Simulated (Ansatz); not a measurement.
Input and output of a self-consistent single point for the (001) slab of TePd3 (cut from a parent of space group no. 65; 4 atoms in the cell) (Ansatz, an electronic-structure program).

Method: LDA (PW92), harder PAW files (source: ansatz) made with PBE (plane waves; Ansatz).

```xyz
4
Lattice="3.5162 0.0000 0.0000 -3.5334 3.5162 0.0000 0.0000 0.0000 14.2606" Properties=species:S:1:pos:R:3 pbc="T T T"
Pd     1.7495     1.7581     7.8259
Pd     1.7495     1.7581     5.0000
Pd     0.0000     0.0000     6.4129
Te     0.0000     0.0000     9.2606
```

Reference input (self-consistent single point, DFT, LDA (PW92), plane waves, harder PAW files (source: ansatz) made with PBE): basis.ecutwfc = 640 eV; kpoints.mp_grid.grid = 13 13 1; hamiltonian.xc = lda; hamiltonian.pseudopotentials = {kind: paw, source: ansatz}; scf.occupations.method = gaussian; scf.occupations.width = 0.2 eV; efield.axis = 3; efield.dipole_correction = true. This run's input differs from it in these lines:

Ansatz 0.2 input:
```diff
@@ -12,3 +12,3 @@
 basis:
-  ecutwfc: 640.0 eV
+  ecutwfc: 320.0 eV
 kpoints:
```

Output, abridged:

```
SCF iter   1: F=—  HF=-27344.541502 eV  |F-HF|=—  |Δ(HF+E_count)|=         —  Δρ=1.50e-1  dr2=4.88e1  ethr=3.10e-3  p=0.000 e·Å  D=7.10e-5 V/Å  ΔV_dip=-0.00 eV  dr2_dipole=1.75e0  V_vac-E_F(+/−)=2.77/2.77 eV  ⟨swp⟩=7.4  Hψ=8578  notcnv=0
all-band conjugate gradients solve this SCF's bands
efield: sawtooth ramp at fractional position 0.9500 (placed from the atoms, in the widest stretch of the axis that holds none …
   [... lines left out ...]
WARN: efield: at this solve's end the planar-averaged density reaches 2.49e-4 e/Å³ inside the ramp window [0.8799, 0.1201] (bound 1e-5 e/Å³) …
SCF 1 converged in 11 iterations: F = -27334.997419 eV  dr2 = 3.53e-8
Free energy (F): -27334.997419 eV
Internal energy: -27334.877719 eV  (E = F + TS)
E sigma→0 (E₀):  -27334.937569 eV
Entropy (-TS):   -0.119700 eV (-29.925 meV/atom)
Fermi energy:    3.658704 eV
Dipole field:    D = 0.056952 V/Å  (p = 0.055493 e·Å, saw-weighted, corrected)
Work function:   Φ+ = withheld (plateau slope 4.8e-2 eV/Å)   Φ− = withheld (plateau slope 2.6e-2 eV/Å)
Levels:          The Fermi level and band energies are counted from a zero that moves with the ramp; work functions are not
Vacuum region:   at the solve's end the planar-averaged density reaches 2.49e-4 e/Å³ inside the ramp window [0.8799, 0.1201] (bound 1e-5 e/Å³)
--- Forces (eV/Å), atoms counted from 1 ---
  atom   1  Pd    -0.00000000    -0.00000000     0.42114256
  atom   2  Pd     0.00000000     0.00000000     1.86588589
  atom   3  Pd     0.00000000     0.00000000     0.47672474
  atom   4  Te     0.00000000     0.00000000    -2.76462993
```

The run converged in 11 iterations. Against the reference run the free energy goes up by 7.48 eV/atom and the largest force goes from 2.082 to 2.765 eV/Å.

The starting cell comes from a database of computed structures (which also holds hypothetical and non-ambient phases and stackings), without a prior relaxation at this level. The slab is cut from that crystal, and its faces are unrelaxed. Spin polarisation is off. Forces in this geometry exceed 1 eV/Å. The cutoff lies below the one recommended for these files.
